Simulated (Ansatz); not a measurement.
Consider HfO2 in the fluorite structure (space group Fm-3m, No. 225).

```xyz
3
Lattice="0.0000 2.5219 2.5219 2.5219 0.0000 2.5219 2.5219 2.5219 0.0000" Properties=species:S:1:pos:R:3 pbc="T T T"
Hf     0.0000     0.0000     0.0000
O      1.2609     1.2609     1.2609
O      3.7828     3.7828     3.7828
```

All numbers come from PBEsol (Ansatz, an electronic-structure program), without spin-orbit coupling.

For the base:

| Item | Value |
|---|---|
| Magnetic state | not spin-polarised |
| Largest site moment | 0.00 μB |
| Density | 10.90 g/cm³ |

Modification: every Hf is replaced by Tb; the structure is relaxed again.

Task: Estimate the effect on the magnetic state.

Result: The magnetic state goes from not spin-polarised to ferromagnetic.

Task: What happens to the largest site moment?

Result: The largest site moment goes from zero to 6.25 μB.

Task: How does this affect the density?

Result: The density drops by 2.143 g/cm³, from 10.90 g/cm³ to 8.75 g/cm³.

Other magnetic orders, which the real material may have, were not ruled out. Open 4f shells without U are poorly described, and the f state was not checked. Stability against distortions was not tested. No Hubbard U is applied, and correlation can decide whether such a compound is a metal. This is not the structure that HfO2 has at room temperature and ambient pressure.
